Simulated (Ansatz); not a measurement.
Short convergence ladders for the (001) slab of Lu3TlC (cut from a parent of space group no. 221; 10 atoms in the cell)

```yaml
crystal:
  lattice:
    - [4.73183, 0.00000, 0.00000]
    - [0.00000, 4.73183, 0.00000]
    - [0.00000, 0.00000, 21.09781]
  atoms:
    - { symbol: Lu, position: [0.50000, 0.00000, 0.33179] }
    - { symbol: Lu, position: [0.00000, 0.50000, 0.33179] }
    - { symbol: Lu, position: [0.50000, 0.50000, 0.44393] }
    - { symbol: Tl, position: [0.00000, 0.00000, 0.44393] }
    - { symbol: C, position: [0.50000, 0.50000, 0.33179] }
    - { symbol: Lu, position: [0.50000, 0.00000, 0.55607] }
    - { symbol: Lu, position: [0.00000, 0.50000, 0.55607] }
    - { symbol: Lu, position: [0.50000, 0.50000, 0.66821] }
    - { symbol: Tl, position: [0.00000, 0.00000, 0.66821] }
    - { symbol: C, position: [0.50000, 0.50000, 0.55607] }
```

Base method: LDA (PW92), default PAW files made with PBE (plane waves; Ansatz, a first-principles code).

Base settings: basis.ecutwfc = 420 eV; kpoints.mp_grid.grid = 3 3 1; hamiltonian.xc = lda; hamiltonian.pseudopotentials = {kind: paw} (the program's default PAW files); scf.occupations.method = gaussian; scf.occupations.width = 0.1 eV.

The count of work is k-points × plane waves × bands × iterations; it is no time. Core times come from one kind of shared machine, to one figure; runs under 30 s give none.

**The vacuum**

The mesh stays at the base's, so the ladder's end is converged at best in this setting alone.

Only quantities that move along the ladder and can be compared are tabulated.

```tsv
vacuum between outermost atoms (Å)	free energy less the last step's (meV/atom)	largest difference of a force vector from the last step's (eV/Å)	count of work / last
3.0	-281.21	1.544	0.21
4.0	-111.84	0.905	0.25
5.0	-36.80	0.465	0.33
6.0	-11.28	0.173	0.35
7.0	-2.96	0.066	0.38
8.0	-0.79	0.024	0.44
10.0	-0.07	0.004	0.49
12.0	-0.01	0.001	0.55
14.0	0.00	0.001	0.61
17.0	-0.01	0.001	0.70
20.0	-0.01	0.001	0.78
25.0	0.00	0.000	0.87
30.0	0.00	0.000	1.0
```

Smallest vacuum between outermost atoms (Å) that holds the free energy within 0.5 meV/atom of the last step, with all finer ones: 10.0; the step before is off by 0.79 meV/atom.

Smallest vacuum between outermost atoms (Å) that holds the forces within 0.01 eV/Å of the last step, with all finer ones: 10.0; the step before is off by 0.024 eV/Å.

**The k-point mesh**

Only quantities that move along the ladder and can be compared are tabulated.

| kpoints.mp_grid.grid | free energy less the last step's (meV/atom) | largest difference of a force vector from the last step's (eV/Å) | count of work / last | core time / last (rough) |
|---|---|---|---|---|
| 2 2 1 | 96.66 | 1.121 | 0.059 | – |
| 3 3 1 | 4.00 | 0.227 | 0.068 | – |
| 4 4 1 | 0.80 | 0.076 | 0.12 | 0.09 |
| 5 5 1 | -0.11 | 0.049 | 0.11 | 0.1 |
| 6 6 1 | 0.50 | 0.029 | 0.18 | 0.2 |
| 7 7 1 | 0.53 | 0.016 | 0.18 | 0.2 |
| 8 8 1 | 0.40 | 0.014 | 0.25 | 0.3 |
| 10 10 1 | 0.03 | 0.006 | 0.38 | 0.4 |
| 11 11 1 | -0.01 | 0.004 | 0.38 | 0.4 |
| 13 13 1 | -0.02 | 0.001 | 0.51 | 0.5 |
| 15 15 1 | 0.00 | 0.001 | 0.65 | 0.7 |
| 18 18 1 | 0.00 | 0.000 | 1.0 | 1 |

Coarsest kpoints.mp_grid.grid that holds the forces within 0.02 eV/Å of the last step, with all finer ones: 7 7 1, at 0.18 of the last step's count of work and about 0.2 of the last step's time; the step before is off by 0.029 eV/Å.

Coarsest kpoints.mp_grid.grid that holds the free energy within 1 meV/atom of the last step, with all finer ones: 4 4 1, at 0.12 of the last step's count of work and about 0.09 of the last step's time; the step before is off by 4.0 meV/atom.

On the base run: the starting cell comes from a database of computed structures (which also holds hypothetical and non-ambient phases and stackings), without a prior relaxation at this level. The slab is cut from that crystal, and its faces are unrelaxed. Its lattice was rescaled by up to half a per cent. Spin polarisation is off, though cut faces can carry moments; the slab shows no gap. The two faces of this cut differ, and no dipole correction was used. Without a gap this mesh is coarse (it stands for a supercell whose shortest in-plane vector is 14 Å).

Keys are those of Ansatz 0.2.
